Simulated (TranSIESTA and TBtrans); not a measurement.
Run with TranSIESTA and TBtrans (open boundaries, self-consistent; PseudoDojo norm-conserving potentials, scalar-relativistic): PAO.BasisSize DZP, PAO.EnergyShift 0.15 eV, XC.Authors PBE, Mesh.Cutoff 200 Ry, ElectronicTemperature 300 K, TS.Voltage 0.0 eV, TBT.Elecs.Eta 0.001 eV, no spin polarisation.

System: In chain with one bond stretched by 2.5 Å. Leads: straight In chain, spacing 2.9 Å. Geometry: as built, not relaxed.

**Question.** Predict: conductance at 300 K (G0 = 2e²/h); thermopower (μV/K); mean T from −0.5 to 0.5 eV.

**Answer.** conductance at 300 K (G0 = 2e²/h): 0.14; thermopower (μV/K): -5.6; mean T from −0.5 to 0.5 eV: 0.11. The straight chain is held at its spacing; free chains may zigzag or dimerise. No spin-polarised start was tried, so a magnetic state, if there is one, is missed.
